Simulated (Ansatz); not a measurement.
Base system: KCl in the rock salt structure (space group Fm-3m, No. 225).

```
CELL_PARAMETERS angstrom
      0.00000     3.14616     3.14616
      3.14616     0.00000     3.14616
      3.14616     3.14616     0.00000
ATOMIC_POSITIONS crystal
  Cl 0.00000 0.00000 0.00000
  K  0.50000 0.50000 0.50000
```

All numbers come from Ansatz (a first-principles code), r2SCAN, PAW, cutoff 500 eV, spin-orbit coupling left out.

Before the change:

| Quantity | Value |
|---|---|
| Electron mass | 0.45 mₑ (at Γ) |
| Band gap | 5.83 eV |
| Shortest interatomic distance | 3.146 Å |

The change: a hydrostatic pressure of 5 GPa.

Problem. Estimate the effect on the electron mass.

Solution. The electron mass changes from 0.45 mₑ (at Γ) to 0.42 mₑ (at Γ).

Problem. Predict the new band gap.

Solution. The band gap increases by 0.676 eV to 6.50 eV.

Problem. How does this affect the shortest interatomic distance?

Solution. The shortest interatomic distance decreases by 0.174 Å (3.146 Å → 2.972 Å).

Load acts through the strain it causes; cell and atoms are relaxed under it. Masses are band curvatures over ±0.01 Å⁻¹ around the edge. No phonon test of stability was made. Competing high-pressure phases were not computed.
